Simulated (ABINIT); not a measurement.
ABINIT run on SiC (P6_3mc, 4 atoms in the cell): self-consistent single point.

Computed with PBE, PAW (JTH v2.0 PBE PAW) (plane waves; ABINIT).

```yaml
crystal:
  lattice:
    - [3.02065, 0.00000, 0.00000]
    - [-1.51032, 2.61596, 0.00000]
    - [0.00000, 0.00000, 4.95847]
  atoms:
    - { symbol: Si, position: [0.33333, 0.66667, 0.49960] }
    - { symbol: Si, position: [0.66667, 0.33333, 0.99960] }
    - { symbol: C, position: [0.33333, 0.66667, 0.87540] }
    - { symbol: C, position: [0.66667, 0.33333, 0.37540] }
```

Reference input (self-consistent single point, DFT, PBE, plane waves, PAW (JTH v2.0 PBE PAW)): pseudos = [Si.GGA_PBE-JTH.xml, C.GGA_PBE-JTH.xml]; ecut = 42 Ry; pawecutdg = 84 Ry; ixc = 11; occopt = 1; ngkpt = 13 13 7; nshiftk = 1; shiftk = 0 0 0; potentials = JTH v2.0 PBE PAW; nband = 10; kptopt = 1; nstep = 100. This run's input differs from it in these lines:

```diff
@@ -23,3 +23,3 @@
 kptopt 1
-ngkpt 13 13 7
+ngkpt 5 5 3
 nshiftk 1
```

Output, abridged:

```
--- !BeginCycle
solver: {iscf: 17, nstep: 100, nline: 4, wfoptalg: 10, }
tolerances: {tolvrs: 1.00E-10, }
...

     iter   Etot(hartree)      deltaE(h)  residm     nres2
 ETOT  1  -19.593692246198    -1.959E+01 7.142E-02 4.525E+01
 ETOT  2  -19.498378312497     9.531E-02 5.597E-03 5.439E+00
 ETOT  3  -19.490671938608     7.706E-03 3.801E-04 5.634E-01
 ETOT  4  -19.490897883546    -2.259E-04 1.370E-04 3.386E-03
 ETOT  5  -19.490924222789    -2.634E-05 4.442E-05 6.446E-04
   [... 5 lines left out ...]
 ETOT 11  -19.490941122909    -9.987E-09 2.183E-06 1.852E-09
 ETOT 12  -19.490941125860    -2.951E-09 1.267E-06 3.890E-10
 ETOT 13  -19.490941126745    -8.846E-10 8.230E-07 6.872E-10
 ETOT 14  -19.490941127014    -2.693E-10 4.812E-07 8.552E-11
 At SCF step   14       nres2   =  8.55E-11 < tolvrs=  1.00E-10 =>converged.

 Cartesian components of stress tensor (hartree/bohr^3)
  sigma(1 1)= -5.69350789E-04  sigma(3 2)=  0.00000000E+00
  sigma(2 2)= -5.69350789E-04  sigma(3 1)=  0.00000000E+00
  sigma(3 3)= -5.43027715E-04  sigma(2 1)=  2.03079295E-14

 ----iterations are completed or convergence reached----

 reduced coordinates (array xred) for    4 atoms
       0.333333333333      0.666666666667      0.499600000003
       0.666666666667      0.333333333333      0.999600000003
       0.333333333333      0.666666666667      0.875400000005
       0.666666666667      0.333333333333      0.375400000005
 cartesian forces (eV/Angstrom) at end:
    1      0.00000000000000     0.00000000000000    -0.00361921596824
   [... lines left out ...]
 Fermi (or HOMO) energy (hartree) =   0.31329   Average Vxc (hartree)=  -0.42926
 Fermi (or HOMO) energy (eV) =   8.52503   Average Vxc (eV)= -11.68089
   [... lines left out ...]
local_psp           : -7.92403035113123E+00
total_energy        : -1.94909415675161E+01
total_energy_eV     : -5.30375492786510E+02
...

-Cartesian components of stress tensor (GPa)         [Pressure=  1.6493E+01 GPa]
- sigma(1 1)= -1.67508757E+01  sigma(3 2)=  0.00000000E+00
- sigma(2 2)= -1.67508757E+01  sigma(3 1)=  0.00000000E+00
- sigma(3 3)= -1.59764243E+01  sigma(2 1)=  5.97479815E-10

 Calculation completed.
```

The run converged in 14 iterations. 

The starting cell comes from a database of computed structures (which also holds hypothetical and non-ambient phases and stackings), without a prior relaxation at this level. Its lattice was rescaled by a random factor within 2.5 % of one. With a pressure of about 16 GPa the cell is away from its equilibrium volume at this level.

These are the values that this program gave, and no reference: the one-centre exchange-correlation terms come from a truncated expansion.
